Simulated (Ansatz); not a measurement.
Defect migration in hcp Ru: Hf-vacancy pair (Hf on one host Ru site, one Ru site vacant), neutral cell. These are PBE, PAW (plane waves to 420 eV; Ansatz, a first-principles code) values and carry that method's errors.

36-site cell at the relaxed PBE lattice, a 2×2×2 k-point mesh shifted by half a step along c, smearing 0.10 eV, spin-restricted, no finite-size correction. Energies are static. Spin-orbit coupling is left out. Forms of the defect that were not tried may lie lower.

Barriers: single points on a 4×4×4 k-point mesh shifted by half a step along c at the bands' geometries (they differ from the bands' own by up to 0.14 eV, and are uncertain by about as much).

A. direct exchange of Hf with the vacancy (Hf-vacancy distance between ideal sites 2.66 Å throughout); the atom moves 2.24 Å along (-0.58, -0.29, 0.42) of the unit cell; the moving atom starts with neighbours 2 Ru at 2.67, 2 Ru at 2.70, 2 Ru at 2.76, Ru at 2.81, 2 Ru at 2.83, 2 Ru at 2.85 Å and ends with 2 Ru at 2.67, 2 Ru at 2.70, 2 Ru at 2.76, Ru at 2.81, 2 Ru at 2.83, 2 Ru at 2.85 Å; saddle order not checked, on a symmetry element.
B. direct exchange of Hf with the vacancy (Hf-vacancy distance between ideal sites 2.72 Å throughout); the atom moves 2.38 Å along (-0.87, 0.00, 0.00) of the unit cell; the moving atom starts with neighbours 2 Ru at 2.68, Ru at 2.72, 2 Ru at 2.74, Ru at 2.75, 2 Ru at 2.78, Ru at 2.80, Ru at 2.82, Ru at 2.92 Å and ends with 2 Ru at 2.68, Ru at 2.72, 2 Ru at 2.74, Ru at 2.75, 2 Ru at 2.78, Ru at 2.80, Ru at 2.82, Ru at 2.92 Å; the start lies 0.035 eV above the lowest site run; saddle order not checked, on a symmetry element.

A band can be held on a symmetry element, so unchecked saddle points there may be too high.

Problem. Rank these by forward barrier (lowest first), as PBE, PAW gives it.

Solution. A (0.56 eV), B (0.98 eV)
